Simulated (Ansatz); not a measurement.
## CdTe under a change: isotropic strain −1.43 %

Take CdTe in the rock salt structure (space group Fm-3m, No. 225; a = 6.000 Å; relaxed with 0.1 eV smearing) as the base.

The change: the cell is scaled by 0.9857 in all directions, atoms relaxed at fixed cell.

All numbers come from Ansatz (an electronic-structure program), PBEsol, PAW, cutoff 420 eV, no SOC. Settings: 17×17×17 k-points, 0.1 eV Fermi–Dirac smearing.

The volume per atom falls by 1.142 Å³ to 25.86 Å³ and the space group is still Fm-3m (No. 225). The shortest interatomic distance falls by 0.043 Å to 2.957 Å and the energy grows by 9.2 meV/atom. The pressure goes from zero to 2.7 GPa and the band gap remains zero.

Final structure:

```xyz
2
Lattice="0.0000 2.9573 2.9573 2.9573 0.0000 2.9573 2.9573 2.9573 0.0000" Properties=species:S:1:pos:R:3 pbc="T T T"
Cd     0.0000     0.0000     0.0000
Te     2.9573     2.9573     2.9573
```

Cost of the whole job for the changed cell (relaxation, final SCF and bands): around 23 core-seconds (rough).

Whether these cells are dynamically stable was not tested. All final runs are without spin polarisation. This is not the structure that CdTe has at room temperature and ambient pressure.
